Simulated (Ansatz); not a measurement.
Base system: Eu in the bcc (W type) structure (space group Im-3m, No. 229; a = 4.450 Å; ferromagnetic; relaxed with 0.1 eV smearing). Axes: x, y, z lie along the cube axes.

All numbers come from r2SCAN/PAW in Ansatz (a program for electronic structure), no spin-orbit coupling.

Strains are applied to the cell and any free atomic positions relax; under biaxial strain the out-of-plane vector relaxes too.

One change was made to it. Results:

The magnetic state stays ferromagnetic; the band gap stays zero; the pressure (mean of the normal stresses, compression positive) goes from zero to 0.9 GPa.

Problem. Which change produced these results?
A. isotropic strain +2.62 %
B. biaxial strain −0.51 %, plane normal [001], relaxed out of plane
C. biaxial strain −3.91 %, plane normal [110], relaxed out of plane
D. uniaxial strain ε_zz = +0.84 %
E. isotropic strain −0.63 %

Solution. C, biaxial strain −3.91 %, plane normal [110], relaxed out of plane. For comparison, the pressure in the other runs: isotropic strain −0.63 % gives 0.3 GPa; isotropic strain +2.62 % gives -1.0 GPa; uniaxial strain ε_zz = +0.84 % gives -0.1 GPa; biaxial strain −0.51 %, plane normal [001], relaxed out of plane gives 0.0 GPa.

The magnetic state is the one reached from the starting moments; the real material's order can differ, and small cells can't hold many antiferromagnetic ones. The state of the 4f shell was not checked for lower solutions. Whether these cells are dynamically stable was not tested.
